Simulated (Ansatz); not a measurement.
The reference is VBiO₄ (space group I4_1/a, No. 88).

```xyz
12
Lattice="-2.5607 2.5607 5.8106 2.5607 -2.5607 5.8106 2.5607 2.5607 -5.8106" Properties=species:S:1:pos:R:3 pbc="T T T"
Bi     0.0000     2.5607     2.9053
Bi     0.0000     0.0000     0.0000
V      2.5607     0.0000     2.9053
V      0.0000     0.0000     5.8106
O      3.2731    -1.2750     3.8203
O      1.8483     1.2750     3.8203
O      1.2750     0.7124     6.7256
O      1.2858     1.8483     0.9150
O     -0.7124     1.2750     4.8956
O      3.2731     1.2858    -0.9150
O      1.2858    -0.7124     1.9903
O      3.8357     0.7124     1.9903
```

The values are results of r2SCAN in Ansatz (plane waves to 500 eV, PAW, no spin-orbit coupling), not measurements.

One change was made to it. Results:

```csv
quantity,base,after
lattice parameter a,5.121 Å,4.841 Å
c/a ratio,2.269,2.174
```

Which change produced these results?
A. pressure −2 GPa
B. pressure 1.8 GPa
C. pressure 45 GPa
D. pressure −1 GPa

C, pressure 45 GPa. For comparison, the lattice parameter a in the other runs: pressure 1.8 GPa gives 5.104 Å; pressure −2 GPa gives 5.142 Å; pressure −1 GPa gives 5.132 Å.

Load acts through the strain it causes; cell and atoms are relaxed under it. Stability against distortions was not tested. No other phases were tried under pressure. Starting moments died away, wholly or in part, for the base; another magnetic solution may exist. All final runs are without spin polarisation.

Ansatz is a program for electronic structure.
